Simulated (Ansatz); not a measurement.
Ansatz (a first-principles code) run on Ta2Si (Fmm2, 6 atoms in the cell): self-consistent single point.

Method of the run: LDA (PW92), default PAW files made with PBE (plane waves; Ansatz).

```
CELL_PARAMETERS angstrom
     -3.07850     3.07850     2.51607
      3.07850    -3.07850     2.51607
      3.07850     3.07850    -2.51607
ATOMIC_POSITIONS crystal
  Ta 0.66359 0.83641 0.50000
  Ta 0.33641 0.16359 0.50000
  Ta 0.84215 0.34215 0.18430
  Ta 0.16359 0.66359 0.82718
  Si 0.25000 0.25000 0.00000
  Si 0.75000 0.75000 0.00000
```

Reference input (self-consistent single point, DFT, LDA (PW92), plane waves, default PAW files made with PBE): basis.ecutwfc = 30.9 Ry; kpoints.mp_grid.grid = 7 7 7; hamiltonian.xc = lda; hamiltonian.pseudopotentials = {kind: paw} (the program's default PAW files); scf.occupations.method = gaussian; scf.occupations.width = 0.0073 Ry. This run's input differs from it in these lines:

Ansatz 0.2 input:
```diff
@@ -15,3 +15,3 @@
 kpoints:
-  mp_grid: { grid: [7, 7, 7] }
+  mp_grid: { grid: [17, 17, 17] }
 hamiltonian:
@@ -20,3 +20,3 @@
 scf:
-  occupations: { method: gaussian, width: 0.0073 Ry }
+  occupations: { method: gaussian, width: 0.0015 Ry }
 output:
```

Output (repeated stretches shortened):

```
SCF iter   1: F=—  HF=-39951.200725 eV  |F-HF|=—  |Δ(HF+E_count)|=         —  Δρ=5.16e-3  dr2=1.85e-2  ethr=1.77e-3  ⟨swp⟩=6.3  Hψ=114822  notcnv=0  defer=1
all-band conjugate gradients solve this SCF's bands
preconditioner: auto → Kerker (q_TF=auto, 2.525 Å⁻¹)
SCF iter   2: F=—  HF=-39951.197999 eV  |F-HF|=—  |Δ(HF+E_count)|=   2.73e-3  Δρ=3.05e-3  dr2=5.83e-3  ethr=3.08e-5  ⟨swp⟩=2.2  Hψ=37228  notcnv=0  defer=575
SCF iter   3: F=—  HF=-39951.196914 eV  |F-HF|=—  |Δ(HF+E_count)|=   1.08e-3  Δρ=4.34e-4  dr2=1.79e-4  ethr=9.72e-6  ⟨swp⟩=2.1  Hψ=32304  notcnv=0  defer=575
SCF iter   4: F=—  HF=-39951.196871 eV  |F-HF|=—  |Δ(HF+E_count)|=   4.31e-5  Δρ=1.05e-4  dr2=1.26e-5  ethr=2.98e-7  ⟨swp⟩=2.0  Hψ=35333  notcnv=0  defer=575
SCF iter   5: F=—  HF=-39951.196864 eV  |F-HF|=—  |Δ(HF+E_count)|=   6.71e-6  Δρ=3.80e-5  dr2=1.34e-6  ethr=2.09e-8  ⟨swp⟩=2.0  Hψ=32716  notcnv=0  defer=575
SCF iter   6: F=-39951.196864 eV  HF=-39951.196864 eV  |F-HF|=4.71e-8  |Δ(HF+E_count)|=   2.07e-7  Δρ=8.24e-6  dr2=6.67e-8  ethr=1.67e-10  ⟨swp⟩=8.5  Hψ=120462  notcnv=0
SCF 1 converged in 6 iterations: F = -39951.196864 eV  dr2 = 6.67e-8
Free energy (F): -39951.196864 eV
Internal energy: -39951.196330 eV  (E = F + TS)
E sigma→0 (E₀):  -39951.196597 eV
Entropy (-TS):   -0.000534 eV (-0.089 meV/atom)
Fermi energy:    17.427614 eV
--- Forces (eV/Å), atoms counted from 1 ---
  atom   1  Ta     0.06602804    -0.00259936     0.00000000
  atom   2  Ta    -0.00259936     0.06602804     0.00000000
  atom   3  Ta    -0.36250227    -0.36250227     0.00000000
  atom   4  Ta     0.19978473     0.19978473     0.00000000
  atom   5  Si     0.04964548     0.04964548     0.00000000
  atom   6  Si     0.04964548     0.04964548     0.00000000
--- Stress (GPa, compression-positive) ---
       -6.335019       0.610895       0.000000
        0.610895      -6.335019       0.000000
        0.000000       0.000000      -4.905254
  P = ⅓ Tr σ = -5.8584 GPa (-58.584 kbar)
  The stress holds the Pulay correction. Without it, at fixed plane waves, as pw.x and ABINIT print it: P = -5.9071 GPa
```

The run converged in 6 iterations. Against the reference run the free energy rises by 1.0 meV/atom, the pressure moves little (-5.85 to -5.86 GPa) and the largest force goes from 0.467 to 0.513 eV/Å.

The starting cell comes from a database of computed structures (which also holds hypothetical and non-ambient phases and stackings), without a prior relaxation at this level. Its lattice was rescaled by up to half a per cent. One atom was moved a little off its site on purpose. Spin polarisation is off. With a pressure of about -6 GPa the cell is away from its equilibrium volume at this level. Ansatz's pressure includes its estimate of the finite-basis (Pulay) stress.

Cost on one core of a shared machine: roughly 3 min.
